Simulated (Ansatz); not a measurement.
The parent structure is Al₂O₃ in the corundum structure (space group R-3c, No. 167).

```xyz
10
Lattice="2.3866 1.3779 4.3378 -2.3866 1.3779 4.3378 0.0000 -2.7558 4.3378" Properties=species:S:1:pos:R:3 pbc="T T T"
Al     0.0000     0.0000     4.5811
Al     0.0000     0.0000     1.9256
Al     0.0000     0.0000     8.4323
Al     0.0000     0.0000    11.0878
O     -0.9267     1.3779     7.5911
O     -0.7299    -1.4915     7.5911
O      1.6566     0.1136     7.5911
O      0.9267    -1.3779     5.4222
O      0.7299     1.4915     5.4222
O     -1.6566    -0.1136     5.4222
```

Method: plane-wave PAW DFT at the PBEsol level (Ansatz, an electronic-structure program, 420 eV), scalar-relativistic without spin-orbit coupling, earlier PAW set.

Before the change:

| Property | Value |
|---|---|
| Electron mass | 0.40 mₑ along c, 0.37 mₑ across (at Γ) |
| Lattice parameter a | 4.773 Å |

Perturbation: a hydrostatic pressure of 9 GPa.

**Question.** What happens to the electron mass and lattice parameter a?

**Answer.** The electron mass changes from 0.40 mₑ along c, 0.37 mₑ across (at Γ) to 0.42 mₑ along c, 0.38 mₑ across (at Γ); the lattice parameter a shrinks by 0.0526 Å (4.773 Å → 4.721 Å).

The levels and masses belong to the bands next to the band gap. Load acts through the strain it causes; cell and atoms are relaxed under it. Masses are band curvatures over ±0.01 Å⁻¹ around the edge. Whether these cells are dynamically stable was not tested. Competing high-pressure phases were not computed.
